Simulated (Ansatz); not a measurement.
**CrPdO2: response to strain**

Take CrPdO2 (space group R-3m, No. 166; ferromagnetic; a model cell, its experimental status unchecked; relaxed with 0.1 eV smearing) as the base.

```
CELL_PARAMETERS angstrom
      1.45789     0.84171     5.98298
     -1.45789     0.84171     5.98298
      0.00000    -1.68343     5.98298
ATOMIC_POSITIONS crystal
  Pd 0.00000 0.00000 0.00000
  Cr 0.50000 0.50000 0.50000
  O  0.11155 0.11155 0.11155
  O  0.88845 0.88845 0.88845
```

Strains are applied to the cell and any free atomic positions relax.

Computed with PBEsol in Ansatz (plane waves to 420 eV, PAW, no SOC).

Notes on the quantities. pressure: mean of the normal stresses, compression positive.

| isotropic strain (%) | pressure (GPa) |
|---|---|
| -2.7 | 20.6 |
| -2.22 | 16.3 |
| 0 | 0.0 |
| 1.75 | ? |
| 2.24 | -11.7 |
| 5.67 | -22.6 |

Question: Fit P = P₀ − Bδ + Cδ² with δ = (1 + ε)³ − 1 to the rows shown and predict the withheld row.

Answer: Least squares on the printed values gives P₀ = 0.4 GPa, B = 215 GPa (at held cell shape), C = 486 GPa (largest residual 0.4 GPa); this predicts -9.7 GPa, and the run gives -9.5 GPa, 0.2 higher.

No phonon test of stability was made. No Hubbard U is applied and the magnetic state is the run's own (CrPdO2 ferromagnetic); small cells can't hold the antiferromagnetic order that many such compounds have, so gaps and moments can be off.

Ansatz is a program for electronic structure.
